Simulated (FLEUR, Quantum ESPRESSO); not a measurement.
A Quantum ESPRESSO input for a self-consistent single point of PtAl₂ (Fm-3m, 3 atoms in the cell) (DFT, PBEsol, plane waves, PSlibrary PAW (PBE) pseudopotentials):

```fortran
&control
    calculation = 'scf',
    prefix = 'PtAl2',
    outdir = './work',
    pseudo_dir = './',
    tprnfor = .true.,
    tstress = .true.,
/
&system
    ibrav = 0,
    celldm(1) = 8.0740640619,
    nat = 3,
    ntyp = 2,
    ecutwfc = 45,
    ecutrho = 450,
    occupations = 'smearing',
    smearing = 'fd',
    degauss = 0.0099958,
    input_dft = 'pbesol',
/
&electrons
    conv_thr = 1.0e-11,
    mixing_beta = 0.3,
/
ATOMIC_SPECIES
Al    26.9815  Al.pbe-n-kjpaw_psl.1.0.0.UPF
Pt   195.0840  Pt.pbe-n-kjpaw_psl.1.0.0.UPF
CELL_PARAMETERS alat
   0.0000000000     0.7071067812     0.7071067812
   0.7071067812     0.0000000000     0.7071067812
   0.7071067812     0.7071067812     0.0000000000
ATOMIC_POSITIONS alat
Al    0.3535533906    0.3535533906    0.3535533906
Al    1.0606601718    1.0606601718    1.0606601718
Pt    0.0000000000    0.0000000000    0.0000000000
K_POINTS automatic
13 13 13  0 0 0
```

Give the FLEUR input for the same structure, mesh, smearing and functional.

This is the input that was run; spellings and numerical settings could be chosen otherwise.

Input of the input generator:

```
PtAl2
&input film=f /
0.0000000000 5.7092254499 5.7092254499
5.7092254499 -0.0000000000 5.7092254499
5.7092254499 5.7092254499 -0.0000000000
1.0
1.0 1.0 1.0

3
13 0.2500000000 0.2500000000 0.2500000000
13 0.7500000000 0.7500000000 0.7500000000
78 0.0000000000 0.0000000000 0.0000000000

&comp jspins=1 /
&exco xctyp='PBEs' /
&kpt div1=13 div2=13 div3=13 /
&end /
```

```xml
<?xml version="1.0" encoding="UTF-8" standalone="no"?>
<fleurInput fleurInputVersion="0.39">
   <comment>
      PtAl2                                                                                               
   </comment>
   <calculationSetup>
      <cutoffs Kmax="4.4" Gmax="13.2" GmaxXC="13.2" numbands="0"/>
      <scfLoop itmax="60" minDistance="0.00001" maxIterBroyd="25" imix="Anderson" alpha="0.05" precondParam="0.0" spinf="2.0"/>
      <coreElectrons ctail="T" frcor="F" kcrel="0" coretail_lmax="0"/>
      <xcFunctional name="PBEs" relativisticCorrections="F"/>
      <magnetism jspins="1"/>
      <soc l_soc="F" theta="0.0" phi="0.0" spav="F"/>
      <expertModes spex="0" secvar="F"/>
      <geometryOptimization l_f="T" forcealpha="1.0" forcemix="BFGS" epsdisp="0.00001" epsforce="0.00001"/>
      <ldaU l_linMix="F" mixParam="0.05" spinf="1.0"/>
   </calculationSetup>
   <cell>
      <bzIntegration valenceElectrons="22.0" mode="hist" fermiSmearingEnergy="0.00499791">
         <kPointListSelection listName="default-1"/>
         <!-- k-points included here -->
         <xi:include xmlns:xi="http://www.w3.org/2001/XInclude" href="kpts.xml"> </xi:include>
      </bzIntegration>
      <!-- symmetry operations included here -->
      <xi:include xmlns:xi="http://www.w3.org/2001/XInclude" href="sym.xml"> </xi:include>
      <bulkLattice scale="1.0">
         <bravaisMatrix>
            <row-1>    0.0000000000000000     5.7092254498999999     5.7092254498999999</row-1>
            <row-2>    5.7092254498999999     0.0000000000000000     5.7092254498999999</row-2>
            <row-3>    5.7092254498999999     5.7092254498999999     0.0000000000000000</row-3>
         </bravaisMatrix>
      </bulkLattice>
   </cell>
   <atomSpecies>
      <species name="Aluminum (Al)" element="Al" atomicNumber="13">
         <mtSphere radius="1.82" gridPoints="629" logIncrement="0.018"/>
         <atomicCutoffs lmax="8" lnonsphr="6"/>
         <electronConfig flipSpins="F">
            <coreConfig>(1s1/2) (2s1/2) (2p1/2) (2p3/2)</coreConfig>
            <valenceConfig>(3s1/2) (3p1/2) (3p3/2)</valenceConfig>
            <stateOccupation state="(3p1/2)" spinUp="0.1666666666667" spinDown="0.1666666666667"/>
            <stateOccupation state="(3p3/2)" spinUp="0.3333333333333" spinDown="0.3333333333333"/>
         </electronConfig>
         <energyParameters s="3" p="3" d="3" f="4"/>
      </species>
      <species name="Platinum (Pt)" element="Pt" atomicNumber="78">
         <mtSphere radius="2.68" gridPoints="925" logIncrement="0.015"/>
         <atomicCutoffs lmax="10" lnonsphr="8"/>
         <electronConfig flipSpins="F">
            <coreConfig>(1s1/2) (2s1/2) (2p1/2) (2p3/2) (3s1/2) (3p1/2) (3p3/2) (4s1/2) (3d3/2) (3d5/2) (4p1/2) (4p3/2) (5s1/2) (4d3/2) (4d5/2) (4f5/2) (4f7/2)</coreConfig>
            <valenceConfig>(5p1/2) (5p3/2) (6s1/2) (5d3/2) (5d5/2)</valenceConfig>
            <stateOccupation state="(6s1/2)" spinUp="0.5" spinDown="0.5"/>
            <stateOccupation state="(5d3/2)" spinUp="1.8" spinDown="1.8"/>
            <stateOccupation state="(5d5/2)" spinUp="2.7" spinDown="2.7"/>
         </electronConfig>
         <energyParameters s="6" p="6" d="5" f="5"/>
         <lo type="SCLO" l="1" n="5" eDeriv="0"/>
      </species>
   </atomSpecies>
   <atomGroups>
      <atomGroup species="Aluminum (Al)">
         <relPos label="                   1">1.000/4.000 1.000/4.000 1.000/4.000</relPos>
         <relPos label="                   2">-1.000/4.000 -1.000/4.000 -1.000/4.000</relPos>
         <force calculate="T" relaxXYZ="TTT"/>
      </atomGroup>
      <atomGroup species="Platinum (Pt)">
         <relPos label="                   3">.0000000000 .0000000000 .0000000000</relPos>
         <force calculate="T" relaxXYZ="TTT"/>
      </atomGroup>
   </atomGroups>
   <output dos="F" band="F" slice="F">
      <checks vchk="F" cdinf="F"/>
      <bandDOS minEnergy="-.5*Htr" maxEnergy="0.5*Htr" sigma="0.015" storeEVData="T"/>
      <vacuumDOS vacdos="F" integ="F" star="F" nstars="0" locx1="0.0" locy1="0.0" locx2="0.0" locy2="0.0" nstm="0" tworkf="0.0"/>
      <unfoldingBand unfoldBand="F" supercellX="1" supercellY="1" supercellZ="1"/>
      <plotting iplot="0" polar="F">
         <plot TwoD="T" vec1="  1.0  0.0  0.0" vec2="  0.0  1.0  0.0" vec3="  0.0  0.0  1.0" zero="  0.0  0.0  0.0" file="plot"/>
      </plotting>
      <chargeDensitySlicing numkpt="0" minEigenval="0.0" maxEigenval="0.0" nnne="0" pallst="F"/>
      <specialOutput eonly="F"/>
      <magneticCircularDichroism mcd="F" energyLo="-10.0" energyUp="0.0"/>
   </output>
  <!-- We include the file relax.xml here to enable relaxations (see documentation) -->
  <xi:include xmlns:xi="http://www.w3.org/2001/XInclude" href="relax.xml"> <xi:fallback/> </xi:include>
</fleurInput>
```

Basis, cutoffs, solver keys and any potentials are the target program's own. This input uses DFT, PBEsol, all-electron FLAPW (FLEUR), scalar-relativistic valence.

The starting cell has typed, rounded lattice constants, without a prior relaxation at this level. Its lattice was rescaled by a random factor within 2.5 % of one.
